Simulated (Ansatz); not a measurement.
Crystal: SiC (P6_3mc, 12 atoms a cell, 10.3 Å³ an atom); both levels run on this one cell.

Complex bands along the normal of (001) by Ansatz (plane waves, PAW, no spin-orbit coupling). r2SCAN gives a gap of 2.39 eV and a slowest mid-gap decay of 0.230 1/Å.

Question: What does PBE give on the same cell, and what does that do to the current through 2 nm?

Answer: Gap 2.03 eV, κ = 0.219 1/Å. The mid-gap transmission through 2 nm changes by exp(2 × 20 × (0.230 − 0.219)) = a factor of 1.6 against r2SCAN.

Ansatz is a program for electronic structure.
